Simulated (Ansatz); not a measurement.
Take LiCl in the rock salt structure (space group Fm-3m, No. 225; a = 5.064 Å) as the base. Axes: x, y, z lie along the cube axes.

Structures relaxed with PBEsol/PAW in Ansatz (an electronic-structure program), no SOC.

Base:

Simulated powder pattern, Mo Kα, λ = 0.71073 Å (kinematic, ideal powder, no thermal factors, no anomalous dispersion; the 8 strongest lines at most, above 2 %, up to 2θ = 40°):

| 2θ (°) | I/Imax (%) | hkl |
|---|---|---|
| 13.96 | 100 | (111) |
| 16.14 | 87 | (200) |
| 22.90 | 59 | (220) |
| 26.92 | 37 | (311) |
| 28.14 | 20 | (222) |
| 32.60 | 9.5 | (400) |
| 35.62 | 15 | (331) |
| 36.58 | 26 | (420) |

After one change:

Simulated powder pattern, Mo Kα, λ = 0.71073 Å (kinematic, ideal powder, no thermal factors, no anomalous dispersion; the 8 strongest lines at most, above 2 %, up to 2θ = 40°):

| 2θ (°) | I/Imax (%) |
|---|---|
| 13.73 | 88 |
| 14.11 | 27 |
| 15.98 | 100 |
| 22.42 | 35 |
| 22.91 | 33 |
| 26.59 | 21 |
| 27.65 | 18 |
| 35.89 | 15 |

Q: Which of these changes matches the shifts?
(A) biaxial strain −0.42 %, plane normal [111], relaxed out of plane
(B) biaxial strain +0.83 %, plane normal [111], relaxed out of plane
(C) biaxial strain −2.08 %, plane normal [111], relaxed out of plane
(D) biaxial strain +2.08 %, plane normal [111], relaxed out of plane

A: D, biaxial strain +2.08 %, plane normal [111], relaxed out of plane. Its volume per atom is 16.73 Å³ against 16.23 Å³, and its space group is R-3m (No. 166).

Stability against distortions was not tested.
